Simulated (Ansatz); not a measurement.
B2Se3 (model structure, started from the Bi2Te3 type, R-3m, No. 166, 5 atoms in the cell), treated with PBE (PAW; Ansatz, a program for electronic structure).

The input as run:

Ansatz 0.2 input:
```yaml
crystal:
  lattice:
    - [1.6063894247, 0.9274493668, 9.0000817367]
    - [-1.6063894247, 0.9274493668, 9.0000817367]
    - [0.0, -1.8548987335, 9.0000817367]
  atoms:
    - { symbol: B, position: [0.3953690059, 0.3953690059, 0.3953690059] }
    - { symbol: B, position: [0.6046309941, 0.6046309941, 0.6046309941] }
    - { symbol: Se, position: [0.0, 0.0, 0.0] }
    - { symbol: Se, position: [0.2330699983, 0.2330699983, 0.2330699983] }
    - { symbol: Se, position: [0.7669300017, 0.7669300017, 0.7669300017] }
basis:
  ecutwfc: 520
  ecutrho_ratio: 4
  xc_grid: 2
kpoints:
  mp_grid: { grid: [20, 20, 20] }
hamiltonian:
  xc: pbe
  dispersion: none
  pseudopotentials: { kind: paw }
scf:
  occupations: { method: fermi_dirac, width: 0.05 }
  convergence: { dr2_threshold: 0.0000000005 }
output:
  forces: true
  stress: true
  eigenvalues: true
```

Excerpt of the program's output:

```
Crystal: 5 atoms, lattice volume = 80.452 Å³
Basis set: ecut = 520 eV, 2121 PW (Γ), FFT grids on a1−a3, a2−a3, a3, exchange–correlation on 48×48×144 points (8 copies of the dense FFT grid, shifted against one another)
Bands: 33, of which v1, the nominal top of the filled ones, is band 27 counted from 1 (26 counted from 0)
Symmetry: 12 space group operations
Space group: R-3m (ITA 166), of the structure as read, at distance tolerance 4.3e-5 Å
k-points: 781 of 8000
Functional: x = pbe(κ = 0.804, μ = 0.2195149727645171), c = pbe(β = 0.06672455060314922)
SCF iter   1: F=—  HF=-16716.740994 eV  |F-HF|=—  |Δ(HF+E_count)|=         —  Δρ=4.54e-3  dr2=3.15e-2
SCF iter   2: F=—  HF=-16716.736743 eV  |F-HF|=—  |Δ(HF+E_count)|=   4.25e-3  Δρ=1.78e-3  dr2=5.32e-3
  ...
SCF iter   7: F=—  HF=-16716.735075 eV  |F-HF|=—  |Δ(HF+E_count)|=   3.09e-8  Δρ=2.34e-6  dr2=1.12e-8
SCF iter   8: F=-16716.735075 eV  HF=-16716.735075 eV  |F-HF|=6.18e-11  |Δ(HF+E_count)|=   2.99e-9  Δρ=6.70e-7  dr2=3.13e-10
SCF 1 converged in 8 iterations: F = -16716.735075 eV  dr2 = 3.13e-10
SCF converged after 8 iterations
Free energy (F): -16716.735075 eV
Internal energy: -16716.724198 eV  (E = F + TS)
E sigma→0 (E₀):  -16716.729636 eV
Fermi energy:    10.387100 eV
--- Forces (eV/Å), atoms counted from 1 ---
  atom   1  B     -0.00000000     0.00000000     0.03684889
  atom   2  B      0.00000000    -0.00000000    -0.03684889
  atom   3  Se    -0.00000000    -0.00000000     0.00000000
  atom   4  Se    -0.00000000    -0.00000000    -0.13131827
  atom   5  Se     0.00000000     0.00000000     0.13131827
--- Stress (GPa, compression-positive) ---
        3.697939      -0.000000       0.000000
       -0.000000       3.697939      -0.000000
        0.000000      -0.000000       3.064702
  P = ⅓ Tr σ = 3.4869 GPa (34.869 kbar)
```

Note: the relaxation could raise the start's symmetry but not lower it, so the cell can be a saddle point. Note: cell and atoms aren't relaxed at this level (largest force component 0.13 eV/Å, pressure 3.5 GPa). Note: the cell has widely spaced layers and the level no dispersion term, so their spacing and the moduli can rest on weak binding.

A model structure was made by putting elements into a prototype or built by hand; it is no filed structure, need not be a known phase, and can be a saddle point held by its symmetry.
